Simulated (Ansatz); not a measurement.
System: BaAlHO2 (model structure, started from the SrVO2H type, P4/mmm, No. 123, 5 atoms in the cell). Method: r²SCAN (Ansatz, a quantum-chemistry and plane-wave program, PAW).

Numerical settings: plane-wave cutoff 560 eV, 10×10×8 k mesh (along the axes of the cell as run), Fermi–Dirac smearing 0.01 eV, scalar-relativistic PAW data made under PBE.

Cell (relaxed with PBEsol):

Space group P4/mmm (No. 123); a = b = 3.817 Å, c = 3.957 Å, α = β = γ = 90.00°

```csv
atom,site,symmetry,x,y,z
Ba,1d,4/mmm,0.5000,0.5000,0.5000
Al,1a,4/mmm,0.0000,0.0000,0.0000
O,2f,mmm.,0.0000,0.5000,0.0000
H,1b,4/mmm,0.0000,0.0000,0.5000
```

Problem. What does this level give for the band gap, smallest direct gap on the k points sampled and Γ–Γ gap?

Solution. 
- band gap = 3.41 eV
- smallest direct gap on the k points sampled = 3.98 eV
- Γ–Γ gap = 5.50 eV

Note: the relaxation could raise the start's symmetry but not lower it, so the cell can be a saddle point; cell and atoms aren't relaxed at this level (pressure 2.2 GPa).

Spin–orbit coupling is not included.

It cost about 13 core-seconds (a rough figure) of CPU time.

A model structure was made by putting elements into a prototype or built by hand; it is no filed structure, need not be a known phase, and can be a saddle point held by its symmetry.
